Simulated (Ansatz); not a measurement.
The parent structure is Ir in the fcc (Cu type) structure (space group Fm-3m, No. 225; relaxed with 0.1 eV smearing).

```
Ir
1.0
    0.00000     1.92250     1.92250
    1.92250     0.00000     1.92250
    1.92250     1.92250     0.00000
Ir
1
Direct
  0.00000   0.00000   0.00000
```

All numbers come from r2SCAN, PAW, 500 eV (Ansatz, a first-principles code; spin-orbit coupling left out).

Strains are applied to the cell and any free atomic positions relax.

One change was made to it. Results:

```json
[
 {"quantity": "energy relative to the base (free energy F)", "base": "0 meV/atom", "after": "+65 meV/atom"},
 {"quantity": "pressure", "base": "0.0 GPa", "after": "26.6 GPa"}
]
```

Task: Name the change that was made.
(A) isotropic strain −3.00 %
(B) isotropic strain −2.00 %
(C) isotropic strain −1.00 %

Result: B, isotropic strain −2.00 %. For comparison, the energy relative to the base in the other runs: isotropic strain −3.00 % gives +153 meV/atom; isotropic strain −1.00 % gives +16 meV/atom.

No phonon test of stability was made. All final runs are without spin polarisation.
